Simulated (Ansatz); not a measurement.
**WCl₄ (C2/m, No. 12; cell taken from a computed entry): band gap by level of theory**

No measured value is used here.

```csv
level (code),value (eV),cell (Å³/atom)
LDA (Ansatz),0.00,21.31
PBEsol (Ansatz),0.21,24.94
r²SCAN (Ansatz),0.46,24.77
r²SCAN-D4 (Ansatz),0.41,23.49
r²SCAN+rVV10 (Ansatz),0.38,22.99
```

Computed values are for a static lattice. Levels without +SOC have no spin–orbit coupling; where heavier elements are present it shifts gaps, mostly down, and can invert bands. A gap of zero means that the bands touch or overlap; how far they overlap is not shown. The crystal itself was run without spin with LDA, PBEsol, r²SCAN, r²SCAN-D4, r²SCAN+rVV10; a magnetic state was not tried in these runs. LDA: the run has no spin polarisation, so it can have missed a magnetic state. LDA, PBEsol, r²SCAN, r²SCAN-D4, r²SCAN+rVV10: the gap is read on the k mesh or supercell of the run alone and can be too large. LDA: LDA has no dispersion term either, though it tends to give short spacings of layers, chains or molecules. LDA, PBEsol, r²SCAN, r²SCAN-D4, r²SCAN+rVV10: the relaxation could not lower the start's symmetry, so the cell can be a saddle point above a distorted one. PBEsol, r²SCAN: the cell comes from a level without a dispersion term, which matters for the spacing of layers, chains or molecules. r²SCAN-D4: a distance lies near a switch of the dispersion term, which can move the cell. Each level is taken at its own relaxed cell. Ansatz's density-functional and Hartree–Fock values are scalar-relativistic unless marked +SOC, with PAW data made under PBE.

Ansatz is a first-principles code.
